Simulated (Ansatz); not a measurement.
# Effect of Mo → Pb on Mo

Base system: Mo in the bcc (W type) structure (space group Im-3m, No. 229; a = 3.151 Å).

One thing is altered: every Mo is replaced by Pb; the structure is relaxed again.

All numbers come from r2SCAN in Ansatz (plane waves to 500 eV, PAW, no spin-orbit coupling), earlier PAW set. Settings: 17×17×17 k-points, 0.05 eV Fermi–Dirac smearing, for the changed cell.

Volume per atom: 31.11 Å³ (base 15.64 Å³)
Density: 11.06 g/cm³ (base 10.19 g/cm³)
Lattice parameter a: 3.963 Å (base 3.151 Å)
Space group: Im-3m (No. 229) (base Im-3m (No. 229))
Shortest interatomic distance: 3.432 Å (base 2.729 Å)
Band gap: zero (base zero)

Cost of the whole job for the changed cell (relaxation, final SCF and bands): very roughly 120 core-seconds.

Stability against distortions was not tested. For Pb in this form, whether it has been made was not checked. All final runs are without spin polarisation. This is not the structure that Pb has at room temperature and ambient pressure.

Ansatz is an electronic-structure program.
